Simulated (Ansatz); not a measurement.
Consider SiC in the wurtzite structure (space group P6_3mc, No. 186; a = 3.0760 Å, c = 5.0478 Å). Axes: x lies along a and z along c of the hexagonal cell.

One thing is altered: uniaxial stress, 2 GPa compression along x, with the cell and atoms free to relax against it.

Levels (all Ansatz, an electronic-structure program, PAW, earlier PAW set): PBEsol (420 eV, spin-orbit coupling left out); r2SCAN (500 eV, no spin-orbit coupling); HSE06 (420 eV, no SOC); PBEsol+SOC (420 eV, with spin-orbit coupling).

One geometry, relaxed with PBEsol, under each level:

The valence-band top lists the three highest levels at Γ (Kramers pairs under SOC), from the VBM.

```json
[
 {"level": "PBEsol", "band gap": "2.08 eV", "lowest conduction level above the VBM at special points": "C₀ 2.08 eV; Σ₀ 2.08 eV; S 2.62 eV; Y 2.72 eV", "valence-band top at Γ": "0.00, -0.04, -0.15 eV", "electron mass": "0.26 mₑ along z, 0.43 mₑ across (at C₀)", "hole mass": "0.31 mₑ along x, 2.5 mₑ along y, 1.6 mₑ along z (at Γ)", "pressure": "0.67 GPa"},
 {"level": "r2SCAN", "band gap": "2.61 eV", "lowest conduction level above the VBM at special points": "C₀ 2.61 eV; Σ₀ 2.61 eV; S 3.18 eV; Y 3.28 eV", "valence-band top at Γ": "–", "electron mass": "0.26 mₑ along z, 0.43 mₑ across (at Σ₀)", "hole mass": "0.29 mₑ along x, 2.1 mₑ along y, 1.4 mₑ along z (at Γ)", "pressure": "0.65 GPa"},
 {"level": "HSE06", "band gap": "___", "lowest conduction level above the VBM at special points": "___", "valence-band top at Γ": "–", "electron mass": "–", "hole mass": "–", "pressure": "–"},
 {"level": "PBEsol+SOC", "band gap": "2.08 eV", "lowest conduction level above the VBM at special points": "C₀ 2.08 eV; Σ₀ 2.08 eV; S 2.62 eV; Y 2.72 eV", "valence-band top at Γ": "0.00, -0.05, -0.16 eV", "electron mass": "0.26 mₑ along z, 0.43 mₑ across (at C₀)", "hole mass": "0.31 mₑ along x, 2.4 mₑ along y, 1.5 mₑ along z (at Γ)", "pressure": "0.66 GPa"}
]
```

Question: Give the withheld HSE06 results.

Answer: 
- HSE06, band gap: 3.12 eV
- HSE06, lowest conduction level above the VBM at special points: C₀ 3.12 eV; Σ₀ 3.12 eV; S 3.70 eV; Γ 5.98 eV

Single points use the geometry relaxed with PBEsol. Their cutoffs differ, which shifts pressures a little. HSE06 was sampled on its mesh, a few special points and the semilocal edge points, so its gap is an upper bound. Differences between runs with and without spin-orbit coupling are approximate. Load acts through the strain it causes; cell and atoms are relaxed under it. Effective masses come from finite differences of ±0.01 Å⁻¹. Beyond what the load breaks, stability against distortions was not tested. Labels are those of the standard path for the cell's own space group.
